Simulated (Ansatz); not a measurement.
## A computed series for TaN: alloy series

Base system: TaN in the rock salt structure (space group Fm-3m, No. 225; a = 4.4161 Å).

The other end (x = 1) is VN in the rock salt structure (space group Fm-3m, No. 225): 8.72 Å³/atom, gap zero.

V replaces a fraction x of Ta; each row is one arrangement (x, atoms in the cell, starting space group or random), fully relaxed.

The values are results of Ansatz (an electronic-structure program), PBE, PAW, cutoff 420 eV, scalar-relativistic without spin-orbit coupling, earlier PAW set, not measurements.

Notes on the quantities. mixing energy: to 0.01 eV only: unlike meshes or grids; deviation of the volume from the linear: Vegard-type) interpolation.

| change | mixing energy | largest site moment | deviation of the volume from the linear |
|---|---|---|---|
| base | – | 0.00 μB | – |
| x(V) = 0.25, 8 atoms, P4/mmm | -0.02 eV/atom | 0.89 μB | +1.3 % |
| x(V) = 0.333, 6 atoms, I4/mmm | -0.03 eV/atom | 0.73 μB | +2.0 % |
| x(V) = 0.75, 8 atoms, P4/mmm | 0.00 eV/atom | 0.53 μB | +2.0 % |
| x(V) = 0.75, 8 atoms, I4/mmm | -0.02 eV/atom | 0.84 μB | +1.9 % |

Other magnetic orders, which the real material may have, were not ruled out. These are small ordered cells, not random alloys; other orderings at the same x differ. Stability against distortions was not tested. Starting moments died away, wholly or in part, for Ta → V, x(V) = 0.75, 8 atoms, P4/mmm and x(V) = 0.75, 8 atoms, I4/mmm; another magnetic solution may exist. Spin-polarised in the final run: Ta3VN4, Ta2VN3 and TaV3N4; the other runs are not. This is not the structure that TaN has at room temperature and ambient pressure.
